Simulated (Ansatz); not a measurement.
Cells marked so need not be the phases stable at ambient conditions, and some may be hypothetical.

The gap is the functional's own. No spin-orbit coupling. Mid-gap values are interpolated on the energy grid.

A. Tl2CdGeTe4 (I-42m, not sure to be the ambient phase, 8 atoms a cell, 30.8 Å³ an atom), along the normal of (110)
B. Cs2HgPdCl6 (I4/mmm, not sure to be the ambient phase, 10 atoms a cell, 32.4 Å³ an atom), along the normal of (101)
C. SnO$_{2}$ (P4_2/mnm, rutile, 6 atoms a cell, 12.1 Å³ an atom), along the normal of (001)

Task: Rank these by mid-gap decay constant of the slowest evanescent state (highest first), as r2SCAN run with Ansatz (a quantum-chemistry and plane-wave program) gives it.

Result: B (0.27 1/Å), C (0.18 1/Å), A (0.07 1/Å)
